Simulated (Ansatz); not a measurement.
The reference is SiC in the wurtzite structure (space group P6_3mc, No. 186).

```
CELL_PARAMETERS angstrom
      3.07531     0.00000     0.00000
     -1.53765     2.66329     0.00000
      0.00000     0.00000     5.04816
ATOMIC_POSITIONS crystal
  Si 0.66667 0.33333 0.00050
  Si 0.33333 0.66667 0.50050
  C  0.66667 0.33333 0.62470
  C  0.33333 0.66667 0.12470
```

Cartesian axes are those of the cell as printed.

Calculations: r2SCAN in Ansatz (plane waves to 500 eV, PAW, no SOC).

Before the change:

| Property | Result |
|---|---|
| Volume per atom | 10.34 Å³ |

One thing is altered: biaxial strain −2.84 %, plane normal [001], relaxed out of plane (Cartesian); in-plane vectors clamped, the third vector and the atoms free.

### Question
What happens to the volume per atom?

### Answer
The volume per atom shrinks by 0.53 Å³ to 9.81 Å³.

No phonon test of stability was made.

Ansatz is an electronic-structure program.
